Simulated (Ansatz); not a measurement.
A hypothetical phase is included: elements placed on a structure type, which no database files for this compound.

The decay constant κ of evanescent states in the gap governs leakage through a thin film.

Data:

```
GaN
1.0
    5.43340     0.00000     0.00001
    0.00000     7.39587     0.00000
    2.71670     0.00000     1.56849
Ga N
3 3
Direct
  0.49996   0.50000   0.00008
  0.50004   0.83333   0.49996
  0.00000   0.16667   0.49996
  0.49998   0.00000   0.00004
  0.50002   0.33333   0.49998
  0.00000   0.66667   0.49998
```

The cell was relaxed by PBE-D3(BJ); by r2SCAN it stands under a pressure of -2.3 GPa.

Transport runs along the normal of the first two printed cell vectors, the (110) plane of the conventional cell.

No gap correction and no spin-orbit coupling; mid-gap is the computed energy nearest the middle.

Q: Estimate the band gap and the smallest decay constant κ at mid-gap that r2SCAN in Ansatz (a quantum-chemistry and plane-wave program) returns for this system.

A: Gap 1.80 eV on a 18×4×18 mesh; κ = 0.140 1/Å, at the zone centre.
